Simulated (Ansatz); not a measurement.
Results of HSE06 in Ansatz (plane waves, PAW) for HfC (model structure, F-43m, No. 216, 2 atoms in the cell).

Run with plane-wave cutoff 460 eV, 8×8×8 k mesh, Fermi–Dirac smearing 0.01 eV, scalar-relativistic PAW data made under PBE.

Cell (relaxed with PBEsol):

```cif
data_C4Hf4
_chemical_formula_sum 'Hf4 C4'
_space_group_name_H-M_alt 'F-43m'
_space_group_IT_number 216
_space_group_name_Hall 'F -4 2 3'
_cell_length_a 4.99584
_cell_length_b 4.99584
_cell_length_c 4.99584
_cell_angle_alpha 90.000
_cell_angle_beta 90.000
_cell_angle_gamma 90.000
loop_
_atom_site_label
_atom_site_type_symbol
_atom_site_symmetry_multiplicity
_atom_site_Wyckoff_symbol
_atom_site_fract_x
_atom_site_fract_y
_atom_site_fract_z
_atom_site_occupancy
Hf1 Hf 4 a 0.00000 0.00000 0.00000 1
C1 C 4 d 0.75000 0.75000 0.75000 1
```
(The calculation used a cell of 2 atoms; values per cell refer to that cell.)

Question: Estimate the band gap and direct gap at Γ that the calculation returns.

Answer: 
* **band gap**: 0.92 eV (on the SCF k mesh)
* **direct gap at Γ**: 6.85 eV

Note: the relaxation could raise the start's symmetry but not lower it, so the cell can be a saddle point; cell and atoms aren't relaxed at this level (pressure 3.8 GPa).

Spin–orbit coupling is not included.

The computed numbers hold no vibrational or temperature effects.

It cost around 2.0 core-minutes (rough) of CPU time.

A model structure was made by putting elements into a prototype or built by hand; it is no filed structure, need not be a known phase, and can be a saddle point held by its symmetry.

Ansatz is a quantum-chemistry and plane-wave program.
